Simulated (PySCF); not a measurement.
PySCF 2.14.0, MP2 (frozen core)/cc-pvdz: Ge(Et)(OH)(NH2)2 (C[CH2][Ge]([NH2])([NH2])[OH]), 16 atoms. The geometry is a generated start, not checked to be a minimum at this level.

```
Quantity                                              Result
-------------------------------  ---------------------------
task                                                     mp2
basis                                                cc-pvdz
two-electron scheme              exact four-centre integrals
frozen core                                             true
mf.init_guess                                minao (default)
mf.DIIS                                      CDIIS (default)
mf.diis_space                                    8 (default)
mf.conv_tol                                  1e-09 (default)
basis functions (reference run)                          147
```

On 4 threads, 1 BLAS thread. Build: conda-forge: OpenMP (GNU), OpenBLAS with its own threads, libcint, Libxc. Each setting ran once; only counts and results are compared.

Values of mol.max_memory tried: 8000 MB, 4000 MB, 2000 MB, 1000 MB, 500 MB, 300 MB, 200 MB.

Task: Which of these memory settings still run, and by which path?

Result: It runs down to 200 MB, the lowest tried, with the same result. At 8000 MB: SCF integrals in memory, transformation in memory. From 500 MB down: direct SCF, transformation through a file.

```csv
mol.max_memory,path,peak memory
8000 MB,"SCF integrals in memory, transformation in memory",0.76 GiB
4000 MB,"SCF integrals in memory, transformation in memory",0.76 GiB
2000 MB,"SCF integrals in memory, transformation in memory",0.76 GiB
1000 MB,"SCF integrals in memory, transformation in memory",0.76 GiB
500 MB,"direct SCF, transformation through a file",0.55 GiB
300 MB,"direct SCF, transformation through a file",0.55 GiB
200 MB,"direct SCF, transformation through a file",0.55 GiB
```

Peak memory is the kernel's count for the largest process, libraries included and scratch files not. The peak passes the setting at 500 MB, 300 MB, 200 MB: it is no hard cap. MP2's transformation through a file may take 2000 MB even at lower settings.
